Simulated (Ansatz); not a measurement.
Consider PbO (space group P4/nmm, No. 129; a = 3.970 Å, c = 4.705 Å).

Calculations: PBEsol-D3(BJ) in Ansatz (plane waves to 420 eV, PAW, without spin-orbit coupling).

It is then changed as follows: an isotropic linear strain of −1.80 %; the atoms relax in the strained cell.

Problem. What happens to the energy relative to the base and largest internal atomic displacement?

Solution. The energy rises by 9.3 meV/atom; the largest internal atomic displacement is 0.040 Å.

Stability against distortions was not tested.

Ansatz is a program for electronic structure.
